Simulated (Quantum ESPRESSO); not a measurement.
One base run on RuN2 (P1, 6 atoms in the cell) and variants with one or two settings moved

```
RuN2
1.0
    4.11322     0.00000     0.00000
    0.00000     4.93130     0.00000
    0.00000     0.00000     2.71709
Ru N
2 4
Cartesian
 -0.01911   0.01368  -0.04873
  2.07141   2.46969   1.37343
  1.53748   4.46237   1.39407
  2.51324   0.44151   1.38312
  3.62772   2.97498   0.01181
  0.55230   1.96602  -0.03807
```

Base run A: PBEsol, GBRV 1.5 ultrasoft (PBESOL) pseudopotentials (Quantum ESPRESSO), self-consistent single point.

Its settings: ecutwfc = 40 Ry; ecutrho = 320 Ry; occupations = smearing; smearing = fermi-dirac; degauss = 0.0073499 Ry; potentials = {Ru: ru_pbesol_v1.2.uspp.F.UPF, N: n_pbesol_v1.2.uspp.F.UPF}; K_POINTS = automatic 5 4 8 0 0 0; conv_thr = 1e-10 Ry.

The starting cell comes from a database of computed structures (which also holds hypothetical and non-ambient phases and stackings), without a prior relaxation at this level. Its atoms were displaced at random from the sites of space group no. 58. Spin polarisation is off. In the base run, with a pressure of about -14 GPa the cell is away from its equilibrium volume at this level. In the base run, forces exceed 1 eV/Å.

ΔF is the free energy per atom less that of run A. A dash stands where there is no value to compare (another energy zero or no entropy term, no result, no spin, no clean gap, or a mesh too coarse for one). Absolute energies have different zeros for different potentials, functionals, Hubbard and dispersion terms and are not compared across them.

Run A gave: pressure (GPa) -14.17; largest force (eV/Å) 2.087; k-points 82.

Runs:
- B: K_POINTS: automatic 5 4 8 0 0 0 → automatic 5 4 8 0 0 1
- C: HUBBARD: default → ortho-atomic; U Ru-4d 1 eV [PBEsol+U]
- D: nbnd: default → 42
- E: degauss: 0.0073499 Ry → 0.036749 Ry
- F: ecutrho: 320 Ry → 200 Ry
- G: nosym: default → true
- H: ecutwfc: 40 Ry → 32 Ry; ecutrho: 320 Ry → 256 Ry
- I: mixing_ndim: default → 16
- J: pseudopotentials: {Ru: ru_pbesol_v1.2.uspp.F.UPF, N: n_pbesol_v1.2.uspp.F.UPF} → {Ru: ru_pbe_v1.2.uspp.F.UPF, N: n_pbe_v1.2.uspp.F.UPF}; input_dft: default → vdw-df [vdW-DF]
- K: conv_thr: 1e-10 Ry → 1e-05 Ry

### Question
What does run J change against A?

### Answer
The pressure goes from -14.17 to 6.33 GPa and the largest force moves little (2.087 to 2.086 eV/Å).

### Question
What does run E change against A?

### Answer
The free energy goes down by 183 meV/atom, the pressure goes from -14.17 to -9.35 GPa and the largest force goes from 2.087 to 2.249 eV/Å.

```tsv
run	ΔF (meV/atom)	pressure (GPa)	largest force (eV/Å)	k-points
A	0.00	-14.17	2.087	82
B	-0.61	-14.20	2.094	80
C	–	-14.07	2.313	82
D	0.00	-14.17	2.087	82
E	-182.6	-9.35	2.249	82
F	0.07	-14.17	2.087	82
G	0.00	-14.17	2.087	82
H	37.6	-20.39	2.119	82
I	0.00	-14.17	2.087	82
J	–	6.33	2.086	82
K	0.01	-13.50	2.093	82
```
